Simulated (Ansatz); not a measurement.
**A computed series for HgS: response to strain**

Consider HgS in the rock salt structure (space group Fm-3m, No. 225; a = 5.454 Å; a model cell, its experimental status unchecked; relaxed with 0.1 eV smearing).

Strains are applied to the cell and any free atomic positions relax.

Calculations: DFT with PBEsol, PAW potentials and a 420 eV plane-wave cutoff in Ansatz (a program for electronic structure), without spin-orbit coupling, earlier PAW set.

Notes on the quantities. energy relative to the base: free energy F.

```csv
isotropic strain (%),energy relative to the base (meV/atom)
-5.94,209.8
-0.84,3.4
-0.43,0.9
0,0.0
1.37,?
1.63,11.6
5.59,116.4
```

### Question
Fit ΔE = Aε² + Bε³ (ε in %) to the rows shown and predict the withheld row.

### Answer
Least squares on the printed values gives A = 4.80 and B = -0.19 meV/atom (largest residual 0.3 meV/atom); this predicts 8.5 meV/atom, and the run gives 8.3 meV/atom, 0.2 lower.

Stability against distortions was not tested. The final runs are not spin-polarised. This is not the structure that HgS has at room temperature and ambient pressure.
